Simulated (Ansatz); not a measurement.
System: AlB2-type ZrB2. Method: r²SCAN+rVV10 in Ansatz (PAW).

Settings: plane-wave cutoff 500 eV, 18×18×12 k mesh (along the axes of the cell as run), Fermi–Dirac smearing 0.05 eV, scalar-relativistic PAW data made under PBE.

Computed at the level's own relaxed cell.

Q: What does this level give for the equilibrium volume per atom, lattice constant a and c axis length?

A: 
* **equilibrium volume per atom**: 10.24 Å³/atom
* **lattice constant a**: 3.164 Å
* **c axis length**: 3.544 Å

Measured, for comparison: lattice constant a 3.17 Å, lattice parameter c 3.532 Å (room temperature, no zero-point or thermal correction; as tabulated in Zhang et al. (2020), arXiv:1911.03307). Computed (rounded) less measured: lattice constant a -0.2 %, lattice parameter c +0.3 %.

Ansatz is a first-principles code.
